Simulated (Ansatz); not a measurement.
**One base run on MnInCuTe₃ (Cm, 6 atoms in the cell) and variants with one or two settings moved**

```yaml
crystal:
  lattice:
    - [7.37120, -2.23873, 0.00000]
    - [7.37120, 2.23873, 0.00000]
    - [-2.66818, 0.00000, 5.67595]
  atoms:
    - { symbol: Mn, position: [0.33687, 0.33687, 0.33734], spin: 4.0 }
    - { symbol: In, position: [0.66456, 0.66456, 0.65400] }
    - { symbol: Cu, position: [0.99878, 0.99878, 0.00678] }
    - { symbol: Te, position: [0.49317, 0.49317, 0.21850] }
    - { symbol: Te, position: [0.84543, 0.84543, 0.59436] }
    - { symbol: Te, position: [0.16119, 0.16119, 0.93902] }
```
(The spins are starting values, not results.)

Base run A: PBEsol, harder PAW files (source: ansatz) made with PBE in Ansatz (an electronic-structure program), self-consistent single point.

Its settings: basis.ecutwfc = 720 eV; kpoints.mp_grid.grid = 4 4 3; hamiltonian.xc = pbesol; hamiltonian.pseudopotentials = {kind: paw, source: ansatz}; magnetization.spin_polarized = true; scf.occupations.method = fermi_dirac; scf.occupations.width = 0.1 eV.

The starting cell comes from a database of computed structures (which also holds hypothetical and non-ambient phases and stackings), without a prior relaxation at this level. With one magnetic atom in the cell only a parallel order is possible. Ansatz's pressure includes its estimate of the finite-basis (Pulay) stress. Without a gap this mesh is coarse (it stands for a supercell whose shortest vector is 18 Å).

ΔF is the free energy per atom less that of run A. 

Run A gave: pressure (GPa) -2.31; largest force (eV/Å) 0.085; size of the net moment (μB/atom) 0.81.

Runs:
- B: scf.occupations.method: fermi_dirac → gaussian
- C: scf.occupations.width: 0.1 eV → 0.05 eV
- D: scf.convergence.dr2_threshold: default (1e-07 eV) → 0.001 eV
- E: scf.mixing.preconditioner: default (the program chose Kerker) → kerker
- F: scf.lower_state_search: default → standard
- G: scf.mixing.algorithm: default (the program chose MSR1) → anderson; scf.mixing.beta: default → 0.5
- H: scf.mixing.algorithm: default (the program chose MSR1) → broyden; scf.mixing.ndim: default → 20

Question: What does run B change against A?

Answer: The free energy goes up by 2.4 meV/atom, the pressure moves little (-2.31 to -2.27 GPa), the largest force moves little (0.085 to 0.084 eV/Å) and the size of the net moment hardly changes (0.81 to 0.82 μB/atom).

Question: What does run C change against A?

Answer: The free energy rises by 2.1 meV/atom, the pressure moves little (-2.31 to -2.28 GPa), the largest force moves little (0.085 to 0.083 eV/Å) and the size of the net moment moves little (0.81 to 0.82 μB/atom).

```json
[
 {"run": "A", "ΔF (meV/atom)": "0.00", "pressure (GPa)": "-2.31", "largest force (eV/Å)": "0.085", "size of the net moment (μB/atom)": "0.81"},
 {"run": "B", "ΔF (meV/atom)": "2.4", "pressure (GPa)": "-2.27", "largest force (eV/Å)": "0.084", "size of the net moment (μB/atom)": "0.82"},
 {"run": "C", "ΔF (meV/atom)": "2.1", "pressure (GPa)": "-2.28", "largest force (eV/Å)": "0.083", "size of the net moment (μB/atom)": "0.82"},
 {"run": "D", "ΔF (meV/atom)": "0.00", "pressure (GPa)": "-2.30", "largest force (eV/Å)": "0.085", "size of the net moment (μB/atom)": "0.81"},
 {"run": "E", "ΔF (meV/atom)": "0.00", "pressure (GPa)": "-2.31", "largest force (eV/Å)": "0.085", "size of the net moment (μB/atom)": "0.81"},
 {"run": "F", "ΔF (meV/atom)": "0.00", "pressure (GPa)": "-2.31", "largest force (eV/Å)": "0.085", "size of the net moment (μB/atom)": "0.81"},
 {"run": "G", "ΔF (meV/atom)": "0.00", "pressure (GPa)": "-2.31", "largest force (eV/Å)": "0.085", "size of the net moment (μB/atom)": "0.81"},
 {"run": "H", "ΔF (meV/atom)": "0.00", "pressure (GPa)": "-2.31", "largest force (eV/Å)": "0.085", "size of the net moment (μB/atom)": "0.81"}
]
```

Keys are those of Ansatz 0.2.
